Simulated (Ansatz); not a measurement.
Hypothetical CsCl type NbP: response to strain

The parent structure is NbP in the CsCl type structure (space group Pm-3m, No. 221; a hypothetical phase, not in the database extracts checked; relaxed with 0.1 eV smearing).

```xyz
2
Lattice="3.0793 0.0000 0.0000 0.0000 3.0793 0.0000 0.0000 0.0000 3.0793" Properties=species:S:1:pos:R:3 pbc="T T T"
Nb     0.0000     0.0000     0.0000
P      1.5397     1.5397     1.5397
```

Cartesian axes are those of the cell as printed.

Strains are applied to the cell and any free atomic positions relax; under biaxial strain the out-of-plane vector relaxes too.

Method: DFT with PBEsol, PAW potentials and a 420 eV plane-wave cutoff in Ansatz (a program for electronic structure), without spin-orbit coupling.

Candidates:
(a) biaxial strain +3.51 %, plane normal [001], relaxed out of plane
(b) strain tensor (xx, yy, zz, yz, xz, xy) = (+1.03, −1.48, +0.80, −0.03, −1.05, +0.66) %
(c) strain tensor (xx, yy, zz, yz, xz, xy) = (−2.44, +2.28, +0.35, +1.74, −1.26, +0.48) %
(d) biaxial strain −1.02 %, plane normal [111], relaxed out of plane
(e) strain tensor (xx, yy, zz, yz, xz, xy) = (+0.81, −0.30, −2.10, +0.81, −0.08, +0.12) %

Notes on the quantities. energy relative to the base: free energy F.

Question: Order them by energy relative to the base, highest first.

Answer: (a) biaxial strain +3.51 %, plane normal [001], relaxed out of plane (+46 meV/atom), (c) strain tensor (xx, yy, zz, yz, xz, xy) = (−2.44, +2.28, +0.35, +1.74, −1.26, +0.48) % (+25 meV/atom), (e) strain tensor (xx, yy, zz, yz, xz, xy) = (+0.81, −0.30, −2.10, +0.81, −0.08, +0.12) % (+9.5 meV/atom), (b) strain tensor (xx, yy, zz, yz, xz, xy) = (+1.03, −1.48, +0.80, −0.03, −1.05, +0.66) % (+8.4 meV/atom), (d) biaxial strain −1.02 %, plane normal [111], relaxed out of plane (+4.1 meV/atom)

Stability against distortions was not tested. The final runs are not spin-polarised.
